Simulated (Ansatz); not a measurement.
**Ga (space group Fmmm, No. 69; a hypothetical phase, not in the database extracts checked)**

Ga has the orthorhombic space group Fmmm (No. 69), Pearson symbol oF8. Conventional cell: a = 2.7876 Å, b = 5.0327 Å, c = 10.3681 Å, α = 90.00°, β = 90.00°, γ = 90.00°. Ga on 8i is coordinated by 9 Ga at 2.673–2.877 Å. (Neighbours: up to the widest gap in distance over summed covalent radii, below 1.35, at either atom.)
(The calculation used a cell of 2 atoms; values per cell refer to that cell.)

Method: Ansatz (a program for electronic structure), PBE-D3(BJ), PAW, cutoff 420 eV, without spin-orbit coupling, earlier PAW set. Settings: 19×19×19 k-points, 0.05 eV Fermi–Dirac smearing.

- Volume per atom: 18.18 Å³
- Density: 6.37 g/cm³
- Band gap: zero
- Total energy: -3783.305 eV/atom (σ→0; compares only within this code and set-up)

No phonon test of stability was made. The base started in Cmce and relaxed to Fmmm at this level.
